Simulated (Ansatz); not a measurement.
System: interstitial Cu in diamond with all lengths changed by -1 % (charge state +1). The step: Cu moves alone to another site; the atom moves 1.54 Å along (-0.25, -0.25, 0.25) of the unit cell; the moving atom starts with neighbours 4 C at 1.72, 6 C at 1.90 Å and ends with 4 C at 1.72, 6 C at 1.90 Å. DFT values are from Ansatz (plane-wave PAW, 420 eV unless said) in a cell of 64 host sites, spin-restricted, static, with no finite-size correction. The host's phase is taken as given; its stability against other phases was not computed. The charge state is imposed; whether it is stable for some Fermi level was not computed. Sites that were not tried may lie lower. For the PBE band: the saddle point's order was not checked, and it lies on a symmetry element of the cell, where a band can be held.

```
Level                                                              Forward barrier (eV)  Cost of the band or of the saddle's single point
-----------------------------------------------------------------  --------------------  ------------------------------------------------
CHGNet universal potential (has no charge state), its own band                     2.15                                                 -
PBE, a 2×2×2 k-point mesh shifted by half a step, band relaxed                     0.57                      very roughly 18 core-minutes
PBE, a 3×3×3 k-point mesh shifted by half a step, same geometries                  0.57            about 80 core-seconds (a rough figure)
```

Ansatz is a program for electronic structure.
